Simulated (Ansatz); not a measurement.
Where the default PAW files enter, the runs use the earlier of Ansatz's two default sets.

Data:

```yaml
crystal:
  lattice:
    - [4.91656, 0.00000, 0.00000]
    - [0.00000, 5.43163, 0.00000]
    - [2.45828, 0.00000, 4.25787]
  atoms:
    - { symbol: Si, position: [0.53120, 0.66667, 0.00000] }
    - { symbol: Si, position: [0.46880, 0.00000, 0.53120] }
    - { symbol: Si, position: [0.00000, 0.33333, 0.46880] }
    - { symbol: O, position: [0.26856, 0.45218, 0.14454] }
    - { symbol: O, position: [0.58690, 0.78551, 0.26856] }
    - { symbol: O, position: [0.14454, 0.11885, 0.58690] }
    - { symbol: O, position: [0.85546, 0.54782, 0.73144] }
    - { symbol: O, position: [0.73144, 0.21449, 0.41310] }
    - { symbol: O, position: [0.41310, 0.88115, 0.85546] }
```

Space group of this cell: P3_221. The cell is taken as given.

All values below come from r2SCAN (plane waves, PAW; Ansatz, an electronic-structure program).

The current runs along the normal of the first two printed vectors; no spin-orbit coupling. Scaled by the factor s: all lengths (ions clamped). Meshes 8×6×8 and 6×6 across the current in all rows.

| s | mean pressure (GPa) | band gap (eV) |
|---|---|---|
| 0.98 | 13.9 | 7.02 |
| 1.00 | 0.1 | 6.61 |
| 1.02 | -10.5 | ? |

**Question.** Take the slope of the band gap against ln s from the two given rows, extrapolate to s = 1.02, and say what the run there gives.

**Answer.** Slope = (7.02 − 6.61) / ln 0.98 = -20.3 eV. The line gives 6.61 + (-20.3) × ln 1.02 = 6.21 eV. The run gives 6.16 eV, 0.05 eV under the line, 12 % of the predicted step.
